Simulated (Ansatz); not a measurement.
Results of G0W0@HSE06 in Ansatz (hard PAW, contour deformation) for 1T (CdI2-type) CaI2.

The cell has the measured lattice parameters. Conventional cell: a = 4.4800 Å, b = 4.4800 Å, c = 6.9600 Å, α = 90.00°, β = 90.00°, γ = 120.00°.

One run with a 6×6×4 mesh, response cutoff 70 eV and 296 empty bands, not extrapolated in mesh or basis; no spin–orbit coupling.

Highest filled and lowest empty level by k point (fractions of the reciprocal vectors of the cell (4.480 0.000 0.000) (-2.240 3.880 0.000) (0.000 0.000 6.960) Å; eV from the valence maximum of each method):

| k | HSE06 filled | HSE06 empty | QP filled | QP empty |
|---|---|---|---|---|
| 0 0 0 | 0.00 | 5.21 | 0.00 | 6.27 |
| 0 0.167 -0.5 | -0.58 | 5.31 | -0.63 | 6.86 |
| 0 0.333 0.25 | -0.49 | 4.92 | -0.53 | 6.40 |
| 0 0.333 -0.5 | -0.76 | 4.90 | -0.83 | 6.37 |
| 0 0.333 -0.25 | -0.75 | 4.78 | -0.80 | 6.19 |
| 0.167 0.167 0.25 | -0.50 | 5.47 | ___ | ___ |
| 0.167 0.167 -0.5 | -0.68 | 5.41 | ___ | ___ |
| 0.333 0.333 0 | -1.30 | 5.69 | -1.41 | 7.14 |

Task: Estimate the withheld levels to about 0.1 eV.

Result: 
- 0.167 0.167 0.25, QP filled: -0.54
- 0.167 0.167 0.25, QP empty: 7.01
- 0.167 0.167 -0.5, QP filled: -0.74
- 0.167 0.167 -0.5, QP empty: 6.92

Note: GW on a hybrid start was not checked against another program; cell and atoms aren't relaxed at this level.

Ansatz is a first-principles code.
